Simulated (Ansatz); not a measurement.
Consider MoP in the CsCl type structure (space group Pm-3m, No. 221; a = 3.0038 Å; a hypothetical phase, not in the database extracts checked; relaxed with 0.1 eV smearing). Axes: x, y, z lie along the cube axes.

Computed with PBE (Ansatz, a program for electronic structure), no spin-orbit coupling.

Perturbation: uniaxial strain ε_xx = −2.18 %, all other strain components held at zero, atoms relaxed at fixed cell.

Problem. Predict the stress tensor and what it implies for the stiffness.

Solution. Stress of the strained cell less that of the base (GPa, compression positive):
```
   10.4     0.0     0.0
    0.0     3.0     0.0
    0.0     0.0     3.0
```

Then −Δσ_ii/ε with ε = -0.0218 gives secant stiffness values (nonlinear terms included at this strain): C11 ≈ 475 GPa, C12 ≈ 138 GPa and C13 ≈ 138 GPa.

As a check, the harmonic strain energy −½ V₀ Δσ:ε is 9.5 meV/atom; the computed energy rise is 9.3 meV/atom.

Stability against distortions was not tested. All final runs are without spin polarisation.
